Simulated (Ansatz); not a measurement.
# A self-consistent single point of Tc (P-3m1, 2 atoms in the cell) with Ansatz

Level of theory: PBEsol, default PAW files made with PBE (plane waves; Ansatz, a first-principles code).

This input was run:

Ansatz 0.2 input:
```yaml
crystal:
  lattice:
    - [1.363150, -2.361045, 0.000000]
    - [1.363150, 2.361045, 0.000000]
    - [0.000000, 0.000000, 4.368050]
  atoms:
    - { symbol: Tc, position: [0.333333, 0.666667, 0.261447] }
    - { symbol: Tc, position: [0.666667, 0.333333, 0.750000] }
basis:
  ecutwfc: 36.7 Ry
kpoints:
  mp_grid: { grid: [14, 14, 8] }
hamiltonian:
  xc: pbesol
  pseudopotentials: { kind: paw }
scf:
  occupations: { method: gaussian, width: 0.0073 Ry }
output:
  forces: true
  eigenvalues: true
  stress: true
```

Log, with long lists cut:

```
WARN the atoms were moved onto the symmetric positions of the space group found under crystal.symmetry.tolerance 1.0e-5 (fractional …
WARN basis.ecutwfc = 499.3289376138798 eV is below the records' recommended cutoff, and the density's cutoff is lower with it unless basis.ecutrho_ratio is …
WARN ansatz: RAYON_NUM_THREADS=1 ignored (pool sized by the plan → 1); use --threads N
Pseudopotentials: kind: paw
Pseudopotential: Tc, paw, valence charge 15
Crystal: 2 atoms, lattice volume = 28.117 Å³
Basis set: ecut = 499.3289376138798 eV, 699 PW (Γ), exchange–correlation on 40×40×64 points (8 copies of the dense FFT grid, shifted against one another)
Bands: 19, of which v1, the nominal top of the filled ones, is band 15 counted from 1 (14 counted from 0)
Symmetry: 12 space group operations
Space group: P-3m1 (ITA 164), of the structure as read, at distance tolerance 3.0e-5 Å
k-points: 168 of 1568
PAW frozen core: Tc, regenerated for the run's functional, and the local potential with it
Initial density: superposition of atomic densities (chi_scale 0.1, normalization cell)
Initial wavefunctions: pseudopotential atomic-orbital guess
Eigensolver: davidson
Functional: x = pbesol(κ = 0.804, μ = 0.12345679012345678), c = pbesol(β = 0.046)
SCF iter   1: F=—  HF=-10675.759929 eV  |F-HF|=—  |Δ(HF+E_count)|=         —  Δρ=6.18e-2  dr2=1.06e0  ethr=3.10e-3  ⟨swp⟩=5.0  Hψ=12670  notcnv=0
all-band conjugate gradients solve this SCF's bands
preconditioner: auto → none
SCF iter   2: F=—  HF=-10675.473023 eV  |F-HF|=—  |Δ(HF+E_count)|=   2.87e-1  Δρ=3.20e-2  dr2=2.82e-1  ethr=3.10e-3  ⟨swp⟩=2.2  Hψ=5329  notcnv=0  defer=15
SCF iter   3: F=—  HF=-10675.377387 eV  |F-HF|=—  |Δ(HF+E_count)|=   9.56e-2  Δρ=3.56e-3  dr2=9.05e-3  ethr=9.39e-4  ⟨swp⟩=3.0  Hψ=6286  notcnv=0  defer=15
SCF iter   4: F=—  HF=-10675.378107 eV  |F-HF|=—  |Δ(HF+E_count)|=   7.19e-4  Δρ=3.33e-3  dr2=1.13e-2  ethr=3.02e-5  ⟨swp⟩=2.2  Hψ=5699  notcnv=0  defer=15
SCF iter   5: F=—  HF=-10675.375253 eV  |F-HF|=—  |Δ(HF+E_count)|=   2.85e-3  Δρ=8.29e-5  dr2=1.12e-6  ethr=3.02e-5  ⟨swp⟩=2.0  Hψ=4501  notcnv=0  defer=15
SCF iter   6: F=—  HF=-10675.375255 eV  |F-HF|=—  |Δ(HF+E_count)|=   1.72e-6  Δρ=1.75e-5  dr2=3.51e-8  ethr=3.33e-10  ⟨swp⟩=7.4  Hψ=16172  notcnv=0
SCF iter   7: F=-10675.375255 eV  HF=-10675.375255 eV  |F-HF|=1.96e-10  |Δ(HF+E_count)|=   6.51e-9  Δρ=4.07e-6  dr2=1.65e-9  ethr=1.17e-10  ⟨swp⟩=1.9  Hψ=10834  notcnv=0
SCF 1 converged in 7 iterations: F = -10675.375255 eV  dr2 = 1.65e-9
SCF converged after 7 iterations
Free energy (F): -10675.375255 eV
Harris-Foulkes:  -10675.375255 eV  (|F-HF|=1.96e-10)
Internal energy: -10675.364892 eV  (E = F + TS)
E sigma→0 (E₀):  -10675.370074 eV
Entropy (-TS):   -0.010363 eV (-5.182 meV/atom)
Fermi energy:    22.667838 eV
--- Per-component energies (eV) ---
  E_band       = -86.776213
  E_kinetic    = 1247.615039
  E_local      = -2340.801941  (includes V_loc(G=0)·N_el)
  E_nonlocal   = 577.304336
  E_hartree    = 630.924061
  E_xc         = -476.298745
  E_vxc        = -588.777806  (∫ρ·V_xc dr)
  E_paw        = -6439.276276  (= ΣΔE_a)
  E_vpaw       = -243.962823  (= ΣTr[D̂ρ^β])
  E_aug_tail   = -0.000027  (compensation charges beyond the density's cutoff)
  E_ewald      = -3875.285027
  E_core_change = 0.453689  (= ΣΔE_core)
  E_smearing   = -0.010363  (= −TS)
  E_closure    = 0.000000  (closes the sum)
  Σ components = -10675.375255   (vs F -10675.375255, Δ=0.00e0)
--- Forces (eV/Å), atoms counted from 1 ---
  atom   1  Tc    -0.00000000     0.00000000    -0.09373162
  atom   2  Tc     0.00000000    -0.00000000     0.09373162
  max |Σ_I F_I| component: 2.78e-17 eV/Å
--- Stress (GPa, compression-positive) ---
       -0.910243       0.000000       0.000000
        0.000000      -0.910243      -0.000000
        0.000000      -0.000000      -1.084594
  P = ⅓ Tr σ = -0.9684 GPa (-9.684 kbar)
  The stress holds the Pulay correction. Without it, at fixed plane waves, as pw.x and ABINIT print it: P = -0.9879 GPa
--- Band table (eV; the first three rows and the last of 168) ---
  k-point 0: bands = ["-44.0264", "-43.7606", "-16.7165", "-15.5320", "-15.5320", "-15.3295", "-15.3295", "-15.2828", "15.2655", "17.1213", "21.0805", "21.0805", "21.1762", "21.8054", "21.8054", "22.5815", "22.5815", "24.4202", "25.3173"]
  k-point 1: bands = ["-44.0168", "-43.7706", "-16.6657", "-15.5247", "-15.5247", "-15.3400", "-15.3370", "-15.3370", "15.4413", "17.1765", "20.9918", "20.9918", "21.0798", "21.7077", "21.7077", "22.8105", "22.8105", "23.9114", "25.3310"]
  k-point 2: bands = ["-43.9897", "-43.7988", "-16.5203", "-15.5039", "-15.5039", "-15.5007", "-15.3582", "-15.3582", "15.9340", "17.3098", "20.8377", "20.8642", "20.8642", "21.4579", "21.4579", "22.7608", "23.3536", "23.3536", "25.2965"]
  k-point 167: bands = ["-43.7278", "-43.7240", "-16.4451", "-16.4420", "-16.1314", "-16.0603", "-15.5399", "-15.5332", "18.5708", "18.6289", "19.3052", "19.5810", "20.8357", "20.8868", "22.4794", "22.8166", "25.4111", "25.4286", "31.7423"]
```

The run converged in 7 iterations.

The starting cell has typed, rounded lattice constants, without a prior relaxation at this level. Its lattice was rescaled by up to half a per cent. One atom was moved a little off its site on purpose. Spin polarisation is off. Ansatz's pressure includes its estimate of the finite-basis (Pulay) stress. The cutoff lies below the one recommended for these files.
